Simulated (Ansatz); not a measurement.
## WSi2, response to strain

Consider WSi$_{2}$ (space group I4/mmm, No. 139; a = 3.229 Å, c = 7.870 Å; relaxed with 0.1 eV smearing). Axes: x, y, z lie along a, b, c of the conventional cell.

Strains are applied to the cell and any free atomic positions relax.

Calculations: PBE (Ansatz, an electronic-structure program; PAW; 420 eV plane waves; no spin-orbit coupling).

Notes on the quantities. energy relative to the base: free energy F; pressure: mean of the normal stresses, compression positive.

```csv
variant,energy relative to the base,volume per atom,pressure
base,0 meV/atom,13.67 Å³,0.0 GPa
uniaxial strain ε_zz = −2.50 %,+15 meV/atom,13.33 Å³,6.6 GPa
uniaxial strain ε_zz = −2.00 %,+9.5 meV/atom,13.40 Å³,5.1 GPa
uniaxial strain ε_zz = −1.50 %,+5.2 meV/atom,13.47 Å³,3.8 GPa
uniaxial strain ε_zz = −0.50 %,+0.6 meV/atom,13.61 Å³,1.2 GPa
uniaxial strain ε_zz = +1.00 %,+2.2 meV/atom,13.81 Å³,-2.3 GPa
uniaxial strain ε_zz = +1.50 %,+4.8 meV/atom,13.88 Å³,-3.3 GPa
uniaxial strain ε_zz = +2.00 %,+8.3 meV/atom,13.95 Å³,-4.3 GPa
uniaxial strain ε_zz = +2.50 %,+13 meV/atom,14.02 Å³,-5.3 GPa
uniaxial strain ε_zz = +3.00 %,+18 meV/atom,14.09 Å³,-6.2 GPa
```

No phonon test of stability was made. The final runs are not spin-polarised.
